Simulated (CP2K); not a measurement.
Band structure of SiSbPt5 (P4/mmm, 7 atoms in the cell).

```xyz
7
Lattice="3.9324 0.0000 0.0000 0.0000 3.9324 0.0000 0.0000 0.0000 7.5218" Properties=species:S:1:pos:R:3 pbc="T T T"
Si     1.9662     1.9662     0.0000
Sb     0.0000     0.0000     3.7609
Pt     0.0000     0.0000     0.0000
Pt     1.9662     0.0000     5.6325
Pt     1.9662     0.0000     1.8893
Pt     0.0000     1.9662     5.6325
Pt     0.0000     1.9662     1.8893
```

Method: PBEsol, GPW, DZVP-MOLOPT-SR-GTH basis, GTH-PBE potentials (GTH_POTENTIALS) in CP2K 2026.2.

Settings: CUTOFF = 500 Ry; REL_CUTOFF = 50 Ry; SMEAR/METHOD = GAUSSIAN; SIGMA = 0.1 eV; KPOINTS/SCHEME = MONKHORST-PACK 6 6 3; GAMMA_CENTERED = T; XC_FUNCTIONAL = PBE:PBESOL; Si/BASIS_SET = DZVP-MOLOPT-SR-GTH; Si/POTENTIAL = GTH-PBE-q4; Sb/BASIS_SET = DZVP-MOLOPT-SR-GTH; Sb/POTENTIAL = GTH-PBE-q5; Pt/BASIS_SET = DZVP-MOLOPT-SR-GTH; Pt/POTENTIAL = GTH-PBE-q18; METHOD = GPW.

The starting cell comes from a database of computed structures (which also holds hypothetical and non-ambient phases and stackings), without a prior relaxation at this level. Spin-orbit coupling is off. Spin polarisation is off. Values carry the incompleteness of an atom-centred basis. The potentials were made for another functional than the one used.

Levels in eV from the Fermi level, bands 46 to 51:
| point | 46 | 47 | 48 | 49 | 50 | 51 |
|---|---|---|---|---|---|---|
| Γ | -1.16 | -1.14 | -1.14 | -0.61 | 0.11 | 0.11 |
| X | -2.08 | -2.01 | -1.51 | -0.74 | -0.20 | 0.14 |
| M | -1.81 | -1.74 | -1.54 | -1.15 | -1.15 | -0.98 |
| Z | -1.24 | -0.80 | 0.11 | 0.11 | 0.29 | 0.29 |
| R | -1.94 | -1.77 | -1.41 | -1.30 | 0.10 | 0.52 |
| A | -2.00 | -1.89 | -1.63 | -0.89 | -0.05 | -0.05 |

Bands cross the Fermi level along this path, so the cell is metallic at this level.

Higher empty bands are left out: an atom-centred basis made for the valence describes them poorly.
